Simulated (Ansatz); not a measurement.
Input and output of a self-consistent single point for BaTiO3 (Pm-3m, 5 atoms in the cell) (Ansatz, a quantum-chemistry and plane-wave program)

Level of theory: PBE (plane waves, PAW; Ansatz).

Input as run:

Ansatz 0.2 input:
```yaml
# BaTiO3
crystal:
  lattice:
    - [4.01200000, 0.00000000, 0.00000000]
    - [0.00000000, 4.01200000, 0.00000000]
    - [0.00000000, 0.00000000, 4.01200000]
  atoms:
    - { symbol: Ba, position: [0.00000000, 0.00000000, 0.00000000] }
    - { symbol: Ti, position: [0.50000000, 0.50000000, 0.50000000] }
    - { symbol: O, position: [0.50000000, 0.00000000, 0.50000000] }
    - { symbol: O, position: [0.00000000, 0.50000000, 0.50000000] }
    - { symbol: O, position: [0.50000000, 0.50000000, 0.00000000] }
basis:
  ecutwfc: 420.0
kpoints:
  mp_grid:
    grid: [6, 6, 6]
hamiltonian:
  xc: pbe
  pseudopotentials:
    kind: paw
scf:
  occupations:
    method: fermi_dirac
    width: 0.01
output:
  forces: true
  eigenvalues: true
  stress: true
```

Log, with long lists cut:

```
WARN ansatz: RAYON_NUM_THREADS=1 ignored (pool sized by the plan → 1); use --threads N
Pseudopotentials: kind: paw
Pseudopotential: Ba, paw, valence charge 10
Pseudopotential: Ti, paw, valence charge 12
Pseudopotential: O, paw, valence charge 6
Crystal: 5 atoms, lattice volume = 64.578 Å³
Basis set: ecut = 420 eV, 1237 PW (Γ), exchange–correlation on 54×54×54 points (8 copies of the dense FFT grid, shifted against one another)
Bands: 25, of which v1, the nominal top of the filled ones, is band 20 counted from 1 (19 counted from 0)
Symmetry: 48 space group operations
Space group: Pm-3m (ITA 221), of the structure as read, at distance tolerance 4.0e-5 Å
k-points: 20 of 216
Initial density: superposition of atomic densities (neutral atoms: chi_scale 0, normalization atom), corrected by the library's trained network
Initial wavefunctions: pseudopotential atomic-orbital guess
Eigensolver: davidson
Functional: x = pbe(κ = 0.804, μ = 0.2195149727645171), c = pbe(β = 0.06672455060314922)
SCF iter   1: F=—  HF=-10159.565289 eV  |F-HF|=—  |Δ(HF+E_count)|=         —  Δρ=1.52e-3  dr2=7.50e-4  ethr=1.77e-3  ⟨swp⟩=6.5  Hψ=2518  notcnv=0
all-band conjugate gradients solve this SCF's bands
preconditioner: auto → Resta (q_TF=auto, 2.519 Å⁻¹)
SCF iter   2: F=—  HF=-10159.565564 eV  |F-HF|=—  |Δ(HF+E_count)|=   2.74e-4  Δρ=7.26e-4  dr2=1.77e-4  ethr=1.87e-6  ⟨swp⟩=2.0  Hψ=1130  notcnv=0  defer=14
SCF iter   3: F=—  HF=-10159.565692 eV  |F-HF|=—  |Δ(HF+E_count)|=   1.28e-4  Δρ=1.04e-4  dr2=1.20e-5  ethr=4.43e-7  ⟨swp⟩=2.4  Hψ=734  notcnv=0  defer=16
SCF iter   4: F=—  HF=-10159.564940 eV  |F-HF|=—  |Δ(HF+E_count)|=   7.52e-4  Δρ=6.04e-5  dr2=3.20e-6  ethr=3.01e-8  ⟨swp⟩=2.0  Hψ=919  notcnv=0  defer=16
SCF iter   5: F=—  HF=-10159.564940 eV  |F-HF|=—  |Δ(HF+E_count)|=   2.37e-7  Δρ=2.41e-5  dr2=2.10e-7  ethr=8.01e-9  ⟨swp⟩=2.7  Hψ=871  notcnv=0  defer=16
SCF iter   6: F=-10159.564940 eV  HF=-10159.564940 eV  |F-HF|=3.66e-9  |Δ(HF+E_count)|=   3.00e-9  Δρ=7.46e-6  dr2=2.01e-8  ethr=2.50e-10  ⟨swp⟩=8.6  Hψ=2254  notcnv=0
SCF 1 converged in 6 iterations: F = -10159.564940 eV  dr2 = 2.01e-8
SCF converged after 6 iterations
Free energy (F): -10159.564940 eV
Harris-Foulkes:  -10159.564940 eV  (|F-HF|=3.66e-9)
Internal energy: -10159.564940 eV  (E = F + TS)
E sigma→0 (E₀):  -10159.564940 eV
Fermi energy:    11.102846 eV
--- Per-component energies (eV) ---
  E_band       = -144.292096
  E_kinetic    = 969.098530
  E_local      = -2102.219659  (includes V_loc(G=0)·N_el)
  E_nonlocal   = 203.356527
  E_hartree    = 819.991882
  E_xc         = -491.303027
  E_vxc        = -545.916407  (∫ρ·V_xc dr)
  E_paw        = -6744.305314  (= ΣΔE_a)
  E_vpaw       = -308.603887  (= ΣTr[D̂ρ^β])
  E_aug_tail   = 0.007360  (compensation charges beyond the density's cutoff)
  E_ewald      = -2814.191239
  E_smearing   = -0.000000  (= −TS)
  E_closure    = 0.000000  (closes the sum)
  Σ components = -10159.564940   (vs F -10159.564940, Δ=0.00e0)
--- Forces (eV/Å), atoms counted from 1 ---
  atom   1  Ba    -0.00000000    -0.00000000    -0.00000000
   [... zero for the other atoms too ...]
  max |Σ_I F_I| component: 1.20e-28 eV/Å
--- Stress (GPa, compression-positive) ---
        0.895706       0.000000       0.000000
        0.000000       0.895706      -0.000000
        0.000000       0.000000       0.895706
  P = ⅓ Tr σ = 0.8957 GPa (8.957 kbar)
  The stress holds the Pulay correction. Without it, at fixed plane waves, as pw.x and ABINIT print it: P = 0.3532 GPa
--- Band table (eV; the first three rows and the last of 20) ---
  k-point 0: bands = ["-46.3737", "-22.5901", "-22.5901", "-22.5901", "-14.4468", "-6.6228", "-5.9522", "-5.9522", "0.3616", "0.3616", "0.3616", "7.9396", "7.9396", "7.9396", "9.1062", "9.1062", "9.1062", "10.0903", "10.0903", "10.0903", "11.9983", [...]
  k-point 1: bands = ["-46.3735", "-22.6026", "-22.5896", "-22.5896", "-14.4181", "-6.6412", "-5.9443", "-5.9248", "0.4021", "0.4021", "0.4635", "7.5066", "7.8654", "7.8654", "8.8359", "8.8359", "8.8953", "9.4714", "9.9086", "9.9086", "12.0288", [...]
  k-point 2: bands = ["-46.3731", "-22.6274", "-22.5886", "-22.5886", "-14.3594", "-6.7591", "-5.9284", "-5.7695", "0.4862", "0.4862", "0.6638", "6.6676", "7.6401", "7.6401", "8.5012", "8.5012", "8.5284", "8.6375", "9.6428", "9.6428", "12.0915", [...]
  k-point 19: bands = ["-46.3713", "-22.6341", "-22.6341", "-22.6341", "-14.1890", "-5.7219", "-5.7219", "-5.7219", "-0.3411", "-0.3411", "-0.3411", "5.7749", "6.4237", "6.4237", "7.8634", "7.8634", "7.8634", "10.2032", "10.2032", "10.2032", [...]
```

The run converged in 6 iterations.

The starting cell has typed, rounded lattice constants, without a prior relaxation at this level. Its lattice was rescaled by up to half a per cent. Ansatz's pressure includes its estimate of the finite-basis (Pulay) stress. Without the estimate this run gives 0.35 GPa.
